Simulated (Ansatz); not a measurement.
# A constructed model of the (111) surface of fcc Ag, a pseudomorphic layer of Fe in the host's stacking (bottom of the slab: a bare face, its two planes held)

All values below come from PBE (plane waves to 420 eV, PAW; Ansatz, an electronic-structure program).

Set-up: 7 atoms, 14.3 Å thick at the start with caps and adatoms; mesh 15x15x1; 0.1 eV smearing; dipole correction on; 2 atoms held, the rest relaxed; held to the start's symmetry, so lower structures may exist; spin-polarised, ending with about 3.0 μB a cell; orders that need a larger cell were not tried, no spin-orbit, no U. In PBE it is, or lies within 0.01 eV a 1x1 cell of, the lowest of the 2 structures of its composition computed so far; subsurface sites and larger cells were not tried.

| Item | Result |
|---|---|
| work function of the top face | 4.33 eV |
| energy released by relaxation | 0.035 eV |
| magnetic moment of the cell | 3.02 μB |
| cost | about 4 core-minutes (a rough figure) |
